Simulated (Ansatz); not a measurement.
Parameter sweep on Ti (P6_3/mmc, 2 atoms in the cell)

```xyz
2
Lattice="2.8785 0.0000 0.0000 -1.4392 2.4928 0.0000 0.0000 0.0000 4.5504" Properties=species:S:1:pos:R:3 pbc="T T T"
Ti     0.0000     1.6619     1.1376
Ti     1.4392     0.8309     3.4128
```

Base run A: PBE in Ansatz (a first-principles code), self-consistent single point.

Its settings: kpoints.mp_grid.grid = 13 13 7; hamiltonian.xc = pbe; hamiltonian.pseudopotentials = {kind: paw} (the program's default PAW files); scf.occupations.method = cold; scf.occupations.width = 0.05 eV.

The starting cell comes from a database of computed structures (which also holds hypothetical and non-ambient phases and stackings), without a prior relaxation at this level. Its lattice was rescaled by a random factor within 2.5 % of one. Spin polarisation is off. In the base run, with a pressure of about 8 GPa the cell is away from its equilibrium volume at this level. Ansatz's pressure includes its estimate of the finite-basis (Pulay) stress.

Absolute energies have different zeros for different potentials, functionals, Hubbard and dispersion terms and are not compared across them.

Runs:
- B: hamiltonian.xc: pbe → lda [LDA (PW92)]
- C: hamiltonian.xc: pbe → pbesol [PBEsol]
- D: hamiltonian.xc: pbe → rpbe [RPBE]
- E: hamiltonian.xc: pbe → revpbe [revPBE]
- F: hamiltonian.xc: pbe → blyp [BLYP]
- G: hamiltonian.xc: pbe → r2scan [r2SCAN]

Question: What does run B change against A?

Answer: The pressure goes from 7.95 to -1.69 GPa.

Question: What does run F change against A?

Answer: The pressure goes from 7.95 to 10.60 GPa.

Question: What does run C change against A?

Answer: The pressure goes from 7.95 to 3.03 GPa.

| run | pressure (GPa) |
|---|---|
| A | 7.95 |
| B | -1.69 |
| C | 3.03 |
| D | 11.43 |
| E | 10.48 |
| F | 10.60 |
| G | 7.61 |

Keys are those of Ansatz 0.2.
